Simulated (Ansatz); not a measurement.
Sn2Pt, response to strain

Consider Sn₂Pt (space group Fm-3m, No. 225; a = 6.455 Å; relaxed with 0.1 eV smearing). Axes: x, y, z lie along the cube axes.

Strains are applied to the cell and any free atomic positions relax; under biaxial strain the out-of-plane vector relaxes too; under stress the whole cell relaxes.

Method: PBEsol (Ansatz, an electronic-structure program, PAW, no spin-orbit coupling).

Notes on the quantities. energy relative to the base: free energy F.

| variant | energy relative to the base | space group | volume per atom |
|---|---|---|---|
| base | 0 meV/atom | Fm-3m (No. 225) | 22.42 Å³ |
| biaxial strain −1.48 %, plane normal [110], relaxed out of plane | +3.7 meV/atom | Immm (No. 71) | 22.18 Å³ |
| biaxial strain −0.66 %, plane normal [111], relaxed out of plane | +0.7 meV/atom | R-3m (No. 166) | 22.31 Å³ |
| uniaxial stress, 1 GPa compression along z | +0.8 meV/atom | I4/mmm (No. 139) | 22.35 Å³ |
| uniaxial stress, 1 GPa tension along z | +0.8 meV/atom | I4/mmm (No. 139) | 22.49 Å³ |
| uniaxial stress, 0.5 GPa compression along x | +0.2 meV/atom | I4/mmm (No. 139) | 22.38 Å³ |

Stability under load was not tested beyond the relaxation. All final runs are without spin polarisation.
